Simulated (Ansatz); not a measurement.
**CrN (R-3m, No. 166, 4 atoms in the cell; start mp-1232560)**

These are PBEsol (Ansatz, an electronic-structure program, plane waves, PAW) values and carry that method's errors.

Settings: plane-wave cutoff 520 eV, 22×22×22 k mesh, Fermi–Dirac smearing 0.05 eV, spin-polarised start, scalar-relativistic PAW data made under PBE.

Cell (relaxed at this level):

```
CELL_PARAMETERS angstrom
      1.48531     0.85755     4.42731
     -1.48531     0.85755     4.42731
      0.00000    -1.71509     4.42731
ATOMIC_POSITIONS crystal
  Cr 0.50000 0.50000 0.50000
  Cr 0.00000 0.00000 0.00000
  N  0.75000 0.75000 0.75000
  N  0.25000 0.25000 0.25000
```

```json
{
  "band_gap": "zero (no gap)",
  "bulk modulus B0": "277 GPa"
}
```

Note: the magnetic order was assumed, not searched for or taken from measurement; the relaxation could not lower the start's symmetry, so the cell can be a saddle point above a distorted one; the bulk modulus is −V dP/dV from two relaxed cells at ±2 % in volume.

The computed numbers hold no vibrational or temperature effects.

Cost on a shared machine: roughly 9 core-minutes.

A start named mp-… is a Materials Project structure, which need not be a measured phase.
